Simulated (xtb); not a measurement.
xtb 6.7.1, GFN1-xTB: Al(Me)2(F) triplet ([CH3][Al]([CH3])[F]), charge 0, multiplicity 3, 10 atoms. The geometry is a generated start, not checked to be a minimum at this level.

```
Quantity                                                                                                        Value
------------------------  -------------------------------------------------------------------------------------------
method                                                                                                       GFN1-xTB
--acc                                                                                                     1 (default)
--etemp (K)                                                                                             300 (default)
detailed input (--input)  none: ANC optimiser, Lindh (1995) Hessian, microcycle=20, maxdispl=1.0, hlow=0.01 (default)
basis functions                                                                                                    34
valence electrons                                                                                                  24
```

```xyz
10

Al    -0.4213     0.3111    -0.3794
C      1.4055     0.0479    -1.1192
H      1.7836    -0.9594    -0.9298
H      2.1340     0.7353    -0.6813
H      1.4241     0.2113    -2.2016
C     -1.0999    -0.2718     1.3954
H     -1.6696    -1.2033     1.3312
H     -1.7699     0.4703     1.8385
H     -0.2861    -0.4490     2.1026
F     -1.5004     1.1077    -1.3565
```

Charge 0 and multiplicity 3 are set for this test and not shown to be the ground state. GFN-xTB has no spin term: --uhf 2 sets the occupations alone.

The structure is relaxed from this start with --opt LEVEL for the levels crude, sloppy, loose, lax, normal, tight, vtight, extreme, once each. Up to the end of the extreme run atoms move by at most 0.93 Å along an axis.

**Question.** Choose the cheapest level whose final energy lies within 5 meV of that of extreme.

**Answer.** vtight: 77 cycles against 82, ending 0.0084 meV above.

| level | cycles | energy above the extreme run (meV) | gradient norm (eV/Å) |
|---|---|---|---|
| crude | 6 | 450 | 0.33 |
| sloppy | 23 | 13 | 0.061 |
| loose | 23 | 13 | 0.061 |
| lax | 24 | 13 | 0.026 |
| normal | 25 | 13 | 0.017 |
| tight | 28 | 13 | 0.0088 |
| vtight | 77 | under 0.01 | 0.0014 |
| extreme | 82 | — | 0.00065 |
